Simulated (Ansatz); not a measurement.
## What uniaxial strain ε_xx = −3.41 % does to HfC

The reference is HfC in the rock salt structure (space group Fm-3m, No. 225; a = 4.6406 Å; relaxed with 0.1 eV smearing). Axes: x, y, z lie along the cube axes.

Modification: the cell is compressed by 3.41 % along x with no lateral relaxation, atoms relaxed at fixed cell.

Level of theory: r2SCAN/PAW in Ansatz (a first-principles code), no spin-orbit coupling. k-mesh 21×21×21 (Γ-centred); smearing 0.1 eV (Fermi–Dirac).

| quantity | base | changed | shift |
|---|---|---|---|
| volume per atom | 12.49 Å³ | 12.07 Å³ | -0.426 Å³ |
| space group | Fm-3m (No. 225) | I4/mmm (No. 139) | – |
| shortest interatomic distance | 2.320 Å | 2.241 Å | -0.079 Å |
| energy relative to the base (free energy F) | 0 meV/atom | +27 meV/atom | +27 meV/atom |
| pressure (mean of the normal stresses, compression positive) | 0.0 GPa | 9.7 GPa | +9.7 GPa |
| band gap | zero | zero | – |
| stress (xx, yy, zz, yz, xz, xy; compression positive) | – | (21.2, 3.9, 3.9, 0.0, 0.0, 0.0) GPa | – |

Final structure:

```xyz
2
Lattice="0.0000 2.3203 2.3203 2.2412 0.0000 2.3203 2.2412 2.3203 0.0000" Properties=species:S:1:pos:R:3 pbc="T T T"
C      0.0000     0.0000     0.0000
Hf     2.2412     2.3203     2.3203
```

Whether these cells are dynamically stable was not tested. The final runs are not spin-polarised.
